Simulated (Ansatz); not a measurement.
# How the smallest direct gap on the k points sampled of LaLuO3 (model structure, from the cubic perovskite type, Pm-3m, No. 221) moves with the method

No measured value is used here.

```json
[
 {"level (code)": "LDA (Ansatz)", "value (eV)": "1.46"},
 {"level (code)": "PBEsol+SOC (Ansatz)", "value (eV)": "1.17"},
 {"level (code)": "HSE06+SOC (Ansatz)", "value (eV)": "2.99"},
 {"level (code)": "PBE0 (Ansatz)", "value (eV)": "3.86"}
]
```

Computed values are for a static lattice. Levels without +SOC have no spin–orbit coupling; where heavier elements are present it shifts gaps, mostly down, and can invert bands.  Values are at the PBEsol cell. Cutoffs and k meshes differ between the levels. Ansatz's density-functional and Hartree–Fock values are scalar-relativistic unless marked +SOC, with PAW data made under PBE.

A model structure was made by putting elements into a prototype or built by hand; it is no filed structure, need not be a known phase, and can be a saddle point held by its symmetry.

Ansatz is a program for electronic structure.
